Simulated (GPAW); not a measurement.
A self-consistent single point of Tl (P6_3/mmc, 2 atoms in the cell) with GPAW

Method: PBE, GPAW PAW datasets PBE (gpaw-data 1.0.1) (plane waves; GPAW 25.7.0).

Input as run:

```python
from ase import Atoms
from ase.units import GPa
from gpaw import GPAW

atoms = Atoms(['Tl', 'Tl'],
              cell=[[3.560992, 0.000000, 0.000000],
                    [-1.780496, 3.083909, 0.000000],
                    [0.000000, 0.000000, 5.749327]],
              scaled_positions=[[0.333333, 0.666667, 0.250000],
                                [0.666667, 0.333333, 0.750000]],
              pbc=True)

calc = GPAW(mode={'name': 'pw', 'ecut': 550},
            xc='PBE',
            kpts={'size': (7, 7, 4), 'gamma': True},
            occupations={'name': 'methfessel-paxton', 'width': 0.272, 'order': 0},
            nbands=-8,
            convergence={'forces': 0.001},
            symmetry={'symmorphic': False, 'tolerance': 0.0005},
            maxiter=100)

atoms.calc = calc

energy = atoms.get_potential_energy()
print('Energy (eV):', round(energy, 6))
forces = atoms.get_forces()
print('Forces (eV/Ang):')
print(forces.round(5))
stress = atoms.get_stress()
print('Stress (GPa, Voigt):', (stress / GPa).round(4))
```

Output, abridged:

```
Input parameters:
  convergence: {forces: 0.001}
  kpts: {gamma: True,
         size: (7, 7, 4)}
  maxiter: 100
  mode: {ecut: 550,
         name: pw}
  nbands: -8
  occupations: {name: methfessel-paxton,
                order: 0,
                width: 0.272}
  symmetry: {symmorphic: False,
             tolerance: 0.0005}
  xc: PBE

species:
  Tl:
    name: Thallium
    Z: 81.0
    valence: 13
    core: 68
    charge: 0.0
    file: Tl.PBE.gz

    # Using partial waves for Tl as LCAO basis

Reference energy: -1100089.960543  # eV

Spin-paired calculation

Convergence criteria:
 Maximum [total energy] change in last 3 cyles: 0.0005 eV / valence electron
 Maximum integral of absolute [dens]ity change: 0.0001 electrons / valence electron
 Maximum integral of absolute [eigenst]ate change: 4e-08 eV^2 / valence electron
 Maximum change in the atomic [forces] across last 2 cycles: 0.001 eV/Ang OR
Maximum error relative to the maximum force is below inf
 Maximum number of scf [iter]ations: 100

Symmetries present (total): 24
Symmetries with fractional translations: 12
196 k-points: 7 x 7 x 4 Monkhorst-Pack grid + [0.000000,0.000000,1/8]
24 k-points in the irreducible part of the Brillouin zone
       k-points in crystal coordinates                weights
   0:     0.00000000    0.00000000    0.00000000          1/196
   1:     0.00000000    0.00000000    0.25000000          2/196
   2:     0.00000000    0.00000000    0.50000000          1/196
   [... 7 lines left out ...]
          ...
  23:     0.42857143    0.42857143    0.50000000          6/196

Wave functions: Plane wave expansion
  Cutoff energy: 550.000 eV
  Number of coefficients (min, max): 1809, 1866
  Pulay-stress correction: 0.000000 eV/Ang^3 (de/decut=0.000000)

Occupation numbers: Methfessel-Paxton:
  width: 0.2720  # eV
  order: 0

Eigensolver

Densities:
  Coarse grid: 20*20*32 grid
  Fine grid: 40*40*64 grid
  Total Charge: 0.000000

Density mixing:
  Method: separate
  Backend: pulay
  Linear mixing parameter: 0.05
  old densities: 5
  Damping of long wavelength oscillations: 50

Hamiltonian:
  XC and Coulomb potentials evaluated on a 40*40*64 grid
  External potential:
    NoExternalPotential

XC parameters: PBE with 2 nearest neighbor stencil

Number of atoms: 2
Number of atomic orbitals: 18
Number of bands in calculation: 21
Number of valence electrons: 26
Bands to converge: occupied

Density initialized from atomic densities
  18 bands from LCAO basis set
  3 bands from random numbers

Atomic positions and initial magnetic moments

Positions:
   0 Tl    -0.000002    2.055940    1.437332    ( 0.0000,  0.0000,  0.0000)
   1 Tl     1.780498    1.027969    4.311995    ( 0.0000,  0.0000,  0.0000)

Unit cell:
           periodic     x           y           z      points  spacing
  1. axis:    yes    3.560992    0.000000    0.000000    20     0.1542
  2. axis:    yes   -1.780496    3.083909    0.000000    20     0.1542
  3. axis:    yes    0.000000    0.000000    5.749327    32     0.1797

  Lengths:   3.560992   3.560992   5.749327
  Angles:   90.000000  90.000000 120.000004

Effective grid spacing dv^(1/3) = 0.1702

     iter     time        total  log10-change:
                         energy   eigst   dens  force
iter:   1 --:--:--    -5.019285
iter:   2 --:--:--    -5.011736   -2.39  -1.66
iter:   3 --:--:--    -4.960254   -2.18  -1.70
iter:   4 --:--:--    -4.970817   -2.69  -2.10
iter:   5 --:--:--    -4.964251c  -2.91  -2.31
iter:   6 --:--:--    -4.961278c  -4.15  -2.66
iter:   7 --:--:--    -4.961011c  -5.05  -3.12
iter:   8 --:--:--    -4.961146c  -4.40  -3.30
iter:   9 --:--:--    -4.961051c  -5.85  -3.32
iter:  10 --:--:--    -4.961047c  -5.12  -3.49
iter:  11 --:--:--    -4.961036c  -6.05  -3.71
iter:  12 --:--:--    -4.961035c  -8.15c -3.90
iter:  13 --:--:--    -4.961032c  -6.58  -3.99
iter:  14 --:--:--    -4.961032c  -8.57c -5.03c
iter:  15 --:--:--    -4.961032c  -8.63c -5.19c -17.02c

Converged after 15 iterations.

Dipole moment: (-0.000000, 0.000000, -0.000000) |e|*Ang

Energy contributions relative to reference atoms: (reference = -1100089.960543)

Kinetic:         +6.726888
Potential:       -6.625535
External:        +0.000000
XC:              -5.184187
Entropy (-ST):   -0.055419
Local:           +0.149510
SIC:             +0.000000
--------------------------
Free energy:     -4.988742
Extrapolated:    -4.961032

Showing only first 2 kpts
 Kpt  Band  Eigenvalues  Occupancy
  0    11      1.02672    2.00000
  0    12      3.69510    2.00000
  0    13     13.60672    0.00000
  0    14     13.60674    0.00000

  1    11     -0.32840    2.00000
  1    12      5.67678    1.99177
  1    13     13.01432    0.00000
  1    14     13.85008    0.00000

Fermi level: 6.18499

No gap
No difference between direct/indirect transitions
Energy (eV): -4.961032

Forces in eV/Ang:
  0 Tl    0.00000    0.00000    0.00000
  1 Tl    0.00000    0.00000    0.00000

Stress tensor:
     0.001995     0.000000     0.000000
     0.000000     0.001995     0.000000
     0.000000     0.000000     0.002445
Stress (GPa, Voigt): [0.3197 0.3197 0.3918 0.     0.     0.    ]
```

The run converged in 15 iterations. GPAW prints stress with tension positive.

The starting cell comes from a database of computed structures (which also holds hypothetical and non-ambient phases and stackings), without a prior relaxation at this level. Its lattice was rescaled by a random factor within 2.5 % of one. Spin-orbit coupling is off.
